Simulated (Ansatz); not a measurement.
# CdS in the wurtzite structure (space group P6_3mc, No. 186)

Space group P6₃mc (No. 186); a = b = 4.196 Å, c = 6.830 Å, α = β = 90.00°, γ = 120.00°

| atom | site | symmetry | x | y | z |
|---|---|---|---|---|---|
| Cd | 2b | 3m. | 0.6667 | 0.3333 | 0.4992 |
| S | 2b | 3m. | 0.3333 | 0.6667 | 0.3756 |

Calculations: plane-wave PAW DFT at the PBE level (Ansatz, a program for electronic structure, 420 eV), scalar-relativistic without spin-orbit coupling. k-mesh 9×9×5 (Γ-centred); smearing 0.05 eV (Fermi–Dirac).

| Item | Result |
|---|---|
| Volume per atom | 26.04 Å³ |
| Density | 4.61 g/cm³ |
| Band gap | 1.11 eV, direct at Γ |
| Electron mass | 0.12 mₑ along c, 0.13 mₑ across |
| Lowest conduction-band minima above the VBM | Γ 1.11 eV |
| Total energy | -4578.916 eV/atom (σ→0; compares only within this code and set-up) |

Masses are band curvatures over ±0.01 Å⁻¹ around the edge. No phonon test of stability was made.
